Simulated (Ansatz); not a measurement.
Start from Ti₃Al (space group P6_3/mmc, No. 194).

```
Ti3Al
1.0
    5.68760     0.00000     0.00000
   -2.84380     4.92561     0.00000
    0.00000     0.00000     4.60837
Ti Al
6 2
Direct
  0.83032   0.66064   0.25000
  0.16968   0.83032   0.75000
  0.33936   0.16968   0.25000
  0.16968   0.33936   0.75000
  0.83032   0.16968   0.25000
  0.66064   0.83032   0.75000
  0.33333   0.66667   0.25000
  0.66667   0.33333   0.75000
```

Levels (all Ansatz, a first-principles code, PAW): PBEsol (420 eV, spin-orbit coupling left out); r2SCAN (500 eV, without spin-orbit coupling).

The geometry is relaxed with PBEsol.

| Quantity | Result |
|---|---|
| PBEsol pressure | 0.0 GPa |

**Question.** Predict the pressure from r2SCAN.

**Answer.** The pressure goes from zero to 3.3 GPa.

Single points use the geometry relaxed with PBEsol. Their cutoffs differ, which shifts pressures a little. Whether these cells are dynamically stable was not tested. All final runs are without spin polarisation.
